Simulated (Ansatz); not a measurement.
**What tensor shear ε_xz = +0.33 % does to SnO**

The reference is SnO (space group P4/nmm, No. 129; a = 3.769 Å, c = 4.557 Å; layered, stacked along the Cartesian z axis; relaxed with 0.1 eV smearing). Axes: x, y, z lie along a, b, c of the conventional cell.

Perturbation: a pure shear with ε_xz = ε_zx = 0.0033; the atoms relax in the strained cell.

Method: PBEsol-D3(BJ) (Ansatz, a quantum-chemistry and plane-wave program, PAW, no SOC). Γ-centred 15×15×13 mesh, Fermi–Dirac width 0.1 eV.

| quantity | base | changed | shift |
|---|---|---|---|
| volume per atom | 16.18 Å³ | 16.18 Å³ | 0.00 Å³ |
| space group | P4/nmm (No. 129) | P2_1/m (No. 11) | – |
| shortest interatomic distance | 2.211 Å | 2.210 Å | -0.001 Å |
| energy relative to the base (free energy F) | 0 meV/atom | +0.1 meV/atom | +0.1 meV/atom |
| pressure (mean of the normal stresses, compression positive) | 0.0 GPa | 0.0 GPa | 0.0 GPa |
| band gap | zero | zero | – |
| stress (xx, yy, zz, yz, xz, xy; compression positive) | – | (0.0, 0.0, 0.0, 0.0, -0.3, 0.0) GPa | – |

Final structure:

```
SnO
1.0
    3.76851     0.00000     0.01244
    0.00000     3.76851     0.00000
    0.01504     0.00000     4.55708
Sn O
2 2
Cartesian
  1.90064   0.00000   3.40664
 -0.00135   1.88425   1.15666
  1.88528   1.88425   0.00624
 -0.00103   0.00000  -0.00002
```

Whether these cells are dynamically stable was not tested. All final runs are without spin polarisation. A zero or small gap of SnO can be the functional's error rather than a property of the material.
